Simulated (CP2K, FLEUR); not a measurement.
A FLEUR input for a self-consistent single point of CaCd₂Au₄ (I4/mmm, 7 atoms in the cell) (DFT, PBEsol, all-electron FLAPW (FLEUR), scalar-relativistic valence):

Input of the input generator:

```
scf Ca(CdAu2)2
&input film=f /
-6.7197092519 6.7197092519 5.2022364971
6.7197092519 -6.7197092519 5.2022364971
6.7197092519 6.7197092519 -5.2022364971
1.0
1.0 1.0 1.0

7
20 -0.0000000000 -0.0000000000 -0.0000000000
48 0.2500000000 0.7500000000 0.5000000000
48 0.7500000000 0.2500000000 0.5000000000
79 0.3036500000 0.3036500000 0.6073000000
79 0.6963500000 0.6963500000 0.3927000000
79 0.3036500000 0.6963500000 -0.0000000000
79 0.6963500000 0.3036500000 -0.0000000000

&comp jspins=1 /
&exco xctyp='PBEs' /
&kpt div1=5 div2=5 div3=5 /
&end /
```

```xml
<?xml version="1.0" encoding="UTF-8" standalone="no"?>
<fleurInput fleurInputVersion="0.39">
   <comment>
      scf Ca(CdAu2)2                                                                                      
   </comment>
   <calculationSetup>
      <cutoffs Kmax="4.1" Gmax="14.3" GmaxXC="14.3" numbands="0"/>
      <scfLoop itmax="60" minDistance="0.00001" maxIterBroyd="15" imix="Anderson" alpha="0.05" precondParam="0.0" spinf="2.0"/>
      <coreElectrons ctail="T" frcor="F" kcrel="0" coretail_lmax="0"/>
      <xcFunctional name="PBEs" relativisticCorrections="F"/>
      <magnetism jspins="1"/>
      <soc l_soc="F" theta="0.0" phi="0.0" spav="F"/>
      <expertModes spex="0" secvar="F"/>
      <geometryOptimization l_f="T" forcealpha="1.0" forcemix="BFGS" epsdisp="0.00001" epsforce="0.00001"/>
      <ldaU l_linMix="F" mixParam="0.05" spinf="1.0"/>
   </calculationSetup>
   <cell>
      <bzIntegration valenceElectrons="114.0" mode="gauss" fermiSmearingEnergy="0.00367493">
         <kPointListSelection listName="default-1"/>
         <!-- k-points included here -->
         <xi:include xmlns:xi="http://www.w3.org/2001/XInclude" href="kpts.xml"> </xi:include>
      </bzIntegration>
      <!-- symmetry operations included here -->
      <xi:include xmlns:xi="http://www.w3.org/2001/XInclude" href="sym.xml"> </xi:include>
      <bulkLattice scale="1.0">
         <bravaisMatrix>
            <row-1>   -6.7197092519000003     6.7197092519000003     5.2022364971000004</row-1>
            <row-2>    6.7197092519000003    -6.7197092519000003     5.2022364971000004</row-2>
            <row-3>    6.7197092519000003     6.7197092519000003    -5.2022364971000004</row-3>
         </bravaisMatrix>
      </bulkLattice>
   </cell>
   <atomSpecies>
      <species name="Calcium (Ca)" element="Ca" atomicNumber="20">
         <mtSphere radius="2.63" gridPoints="925" logIncrement="0.013"/>
         <atomicCutoffs lmax="10" lnonsphr="8"/>
         <electronConfig flipSpins="F">
            <coreConfig>(1s1/2) (2s1/2) (2p1/2) (2p3/2)</coreConfig>
            <valenceConfig>(3s1/2) (3p1/2) (3p3/2) (4s1/2)</valenceConfig>
         </electronConfig>
         <energyParameters s="4" p="4" d="3" f="4"/>
         <lo type="SCLO" l="0" n="3" eDeriv="0"/>
         <lo type="SCLO" l="1" n="3" eDeriv="0"/>
      </species>
      <species name="Cadmium (Cd)" element="Cd" atomicNumber="48">
         <mtSphere radius="2.38" gridPoints="839" logIncrement="0.015"/>
         <atomicCutoffs lmax="10" lnonsphr="8"/>
         <electronConfig flipSpins="F">
            <coreConfig>(1s1/2) (2s1/2) (2p1/2) (2p3/2) (3s1/2) (3p1/2) (3p3/2) (4s1/2) (3d3/2) (3d5/2)</coreConfig>
            <valenceConfig>(4p1/2) (4p3/2) (5s1/2) (4d3/2) (4d5/2)</valenceConfig>
         </electronConfig>
         <energyParameters s="5" p="5" d="4" f="4"/>
         <lo type="SCLO" l="1" n="4" eDeriv="0"/>
         <lo type="HELO" l="2" n="5" eDeriv="0"/>
      </species>
      <species name="Gold (Au)" element="Au" atomicNumber="79">
         <mtSphere radius="2.41" gridPoints="849" logIncrement="0.016"/>
         <atomicCutoffs lmax="10" lnonsphr="8"/>
         <electronConfig flipSpins="F">
            <coreConfig>(1s1/2) (2s1/2) (2p1/2) (2p3/2) (3s1/2) (3p1/2) (3p3/2) (4s1/2) (3d3/2) (3d5/2) (4p1/2) (4p3/2) (5s1/2) (4d3/2) (4d5/2) (4f5/2) (4f7/2)</coreConfig>
            <valenceConfig>(5p1/2) (5p3/2) (6s1/2) (5d3/2) (5d5/2)</valenceConfig>
            <stateOccupation state="(6s1/2)" spinUp="0.5" spinDown="0.5"/>
         </electronConfig>
         <energyParameters s="6" p="6" d="5" f="5"/>
         <lo type="SCLO" l="1" n="5" eDeriv="0"/>
         <lo type="HELO" l="2" n="6" eDeriv="0"/>
      </species>
   </atomSpecies>
   <atomGroups>
      <atomGroup species="Calcium (Ca)">
         <relPos label="                   1">.0000000000 .0000000000 .0000000000</relPos>
         <force calculate="T" relaxXYZ="TTT"/>
      </atomGroup>
      <atomGroup species="Cadmium (Cd)">
         <relPos label="                   2">1.000/4.000 -1.000/4.000 1.000/2.000</relPos>
         <relPos label="                   3">-1.000/4.000 1.000/4.000 1.000/2.000</relPos>
         <force calculate="T" relaxXYZ="TTT"/>
      </atomGroup>
      <atomGroup species="Gold (Au)">
         <relPos label="                   4">.3036500000 .3036500000 -.3927000000</relPos>
         <relPos label="                   5">-.3036500000 -.3036500000 .3927000000</relPos>
         <relPos label="                   6">.3036500000 -.3036500000 .0000000000</relPos>
         <relPos label="                   7">-.3036500000 .3036500000 .0000000000</relPos>
         <force calculate="T" relaxXYZ="TTT"/>
      </atomGroup>
   </atomGroups>
   <output dos="F" band="F" slice="F">
      <checks vchk="F" cdinf="F"/>
      <bandDOS minEnergy="-.5*Htr" maxEnergy="0.5*Htr" sigma="0.015" storeEVData="T"/>
      <vacuumDOS vacdos="F" integ="F" star="F" nstars="0" locx1="0.0" locy1="0.0" locx2="0.0" locy2="0.0" nstm="0" tworkf="0.0"/>
      <unfoldingBand unfoldBand="F" supercellX="1" supercellY="1" supercellZ="1"/>
      <plotting iplot="0" polar="F">
         <plot TwoD="T" vec1="  1.0  0.0  0.0" vec2="  0.0  1.0  0.0" vec3="  0.0  0.0  1.0" zero="  0.0  0.0  0.0" file="plot"/>
      </plotting>
      <chargeDensitySlicing numkpt="0" minEigenval="0.0" maxEigenval="0.0" nnne="0" pallst="F"/>
      <specialOutput eonly="F"/>
      <magneticCircularDichroism mcd="F" energyLo="-10.0" energyUp="0.0"/>
   </output>
  <!-- We include the file relax.xml here to enable relaxations (see documentation) -->
  <xi:include xmlns:xi="http://www.w3.org/2001/XInclude" href="relax.xml"> <xi:fallback/> </xi:include>
</fleurInput>
```

Give the CP2K input for the same structure, mesh, smearing and functional.

One input that does it (others would too):

```
&GLOBAL
  PROJECT run
  RUN_TYPE ENERGY_FORCE
  PRINT_LEVEL MEDIUM
&END GLOBAL
&FORCE_EVAL
  METHOD Quickstep
  STRESS_TENSOR ANALYTICAL
  &DFT
    BASIS_SET_FILE_NAME BASIS_MOLOPT
    POTENTIAL_FILE_NAME GTH_POTENTIALS
    &QS
      METHOD GPW
      EPS_DEFAULT 1E-11
    &END QS
    &MGRID
      CUTOFF 500
      REL_CUTOFF 50
      NGRIDS 5
    &END MGRID
    &SCF
      SCF_GUESS ATOMIC
      EPS_SCF 1E-7
      MAX_SCF 100
      ADDED_MOS 13
      &DIAGONALIZATION
        ALGORITHM STANDARD
      &END DIAGONALIZATION
      &MIXING
        METHOD BROYDEN_MIXING
        ALPHA 0.3
        NBUFFER 8
        BETA 1
      &END MIXING
      &SMEAR ON
        METHOD GAUSSIAN
        SIGMA [eV] 0.1
      &END SMEAR
    &END SCF
    &KPOINTS
      SCHEME MONKHORST-PACK 5 5 5
    &END KPOINTS
    &XC
      &XC_FUNCTIONAL
        &PBE
          PARAMETRIZATION PBESOL
        &END PBE
      &END XC_FUNCTIONAL
    &END XC
    &PRINT
      &MO
        EIGENVALUES T
        OCCUPATION_NUMBERS T
        NDIGITS 8
        FILENAME mo
        &EACH
          QS_SCF 0
        &END EACH
        ADD_LAST NUMERIC
      &END MO
      &MULLIKEN ON
      &END MULLIKEN
    &END PRINT
  &END DFT
  &SUBSYS
    &CELL
      ABC 5.73302500 5.73302490 5.73302507
      ALPHA_BETA_GAMMA 103.33100553 103.33100631 122.60520411
      PERIODIC XYZ
    &END CELL
    &COORD
      Ca       0.00000000     0.00000000     0.00000000
      Cd      -1.54461250     2.41476000     2.51441300
      Cd       2.86651250     0.00000000     2.51441300
      Au      -0.00000000    -0.00000000     3.05400603
      Au       1.32190000     2.41476000     1.97481997
      Au      -0.41034879     3.36303625     0.00000000
      Au       3.05414879     1.46648375     0.00000000
    &END COORD
    &KIND Ca
      BASIS_SET DZVP-MOLOPT-SR-GTH
      POTENTIAL GTH-PBE-q10
    &END KIND
    &KIND Cd
      BASIS_SET DZVP-MOLOPT-SR-GTH
      POTENTIAL GTH-PBE-q12
    &END KIND
    &KIND Au
      BASIS_SET DZVP-MOLOPT-SR-GTH
      POTENTIAL GTH-PBE-q11
    &END KIND
  &END SUBSYS
  &PRINT
    &FORCES ON
    &END FORCES
    &STRESS_TENSOR ON
    &END STRESS_TENSOR
  &END PRINT
&END FORCE_EVAL
```

Basis settings and potentials, where a program has them, do not carry over. This input uses DFT PBEsol, GPW, DZVP-MOLOPT-SR-GTH basis, GTH-PBE potentials (GTH_POTENTIALS).

The starting cell comes from a database of computed structures (which also holds hypothetical and non-ambient phases and stackings), without a prior relaxation at this level. Its lattice was rescaled by a random factor within 2.5 % of one.
